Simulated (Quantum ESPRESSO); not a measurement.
Pressure against volume in rock-salt HfC (space group 225) (Quantum ESPRESSO, PBEsol)

```xyz
2
Lattice="0.0000 2.2526 2.2526 2.2526 0.0000 2.2526 2.2526 2.2526 0.0000" Properties=species:S:1:pos:R:3 pbc="T T T"
Hf     0.0000     0.0000     0.0000
C      2.2526     2.2526     2.2526
```

Computed with PBEsol, GBRV 1.5 ultrasoft (PBESOL) pseudopotentials (plane waves; Quantum ESPRESSO 7.5). Settings: ecutwfc = 52 Ry; ecutrho = 416 Ry; occupations = smearing; smearing = fermi-dirac; degauss = 0.0036749 Ry; potentials = {Hf: hf_pbesol_v1.uspp.F.UPF, C: c_pbesol_v1.2.uspp.F.UPF}; K_POINTS = automatic 22 22 22 0 0 0; conv_thr = 1e-10 Ry; mixing_beta = 0.3. The cell above is the first row's. The rows scale it uniformly. In all rows fractional positions and the k mesh are held.

| V (Å^3/atom) | P (GPa) |
|---|---|
| 11.431 | 20.24 |
| 11.679 | 13.41 |
| 11.928 | 7.24 |
| 12.176 | 1.67 |
| 12.425 | -3.36 |
| 12.673 | -7.91 |
| 12.922 | -12.02 |
| 13.170 | -15.73 |
| 13.419 | ? |

Taking a cubic for P over the 8 complete rows: With u = V - 12.3, the rows have u = -0.8690, -0.6210, -0.3720, -0.1240, 0.1250, 0.3730, 0.6220, 0.8700. Least squares gives P = -0.905 - 20.2412·u + 4.1882·u² - 0.5902·u³. Residuals (row less fit): 0.005, -0.011, 0.005, 0.000, 0.011, -0.007, -0.003, 0.003; standard error 0.010 (degrees of freedom: 4). The fitted pressure is zero at V0 = 12.26, where dP/dV = -20.62, so B0 = -V0·dP/dV = 253 GPa.

Problem. What does the fit predict for P at V = 13.419, and how far is the calculated value from it?

Solution. u = 1.1190, so P = -0.905 - 20.2412 × 1.1190 + 4.1882 × 1.1190² - 0.5902 × 1.1190³ = -19.138 GPa. The calculation gives -19.08 GPa, 0.058 GPa above the prediction (0.1 % of the range of P in the table). The row lies outside the fitted rows, so this is an extrapolation. From the scatter of the fitted rows alone, a prediction at this place has a standard error of 0.026 GPa, so the miss is 2.2 times that.

Carrying the step between the two nearest rows on in a straight line would have given -19.45, off by 0.37; series whose last step already gives the withheld value aren't shown. The scan was laid around a cell of about the measured size, scaled by a guess for this functional. The runs keep the symmetry of the cell, so they don't test it for distortions. Spin-orbit coupling is off. Cutoffs and mesh are single choices, not tested for convergence of this quantity. Series with a scatter that would blur these digits, or in which a gap closes, are not shown.
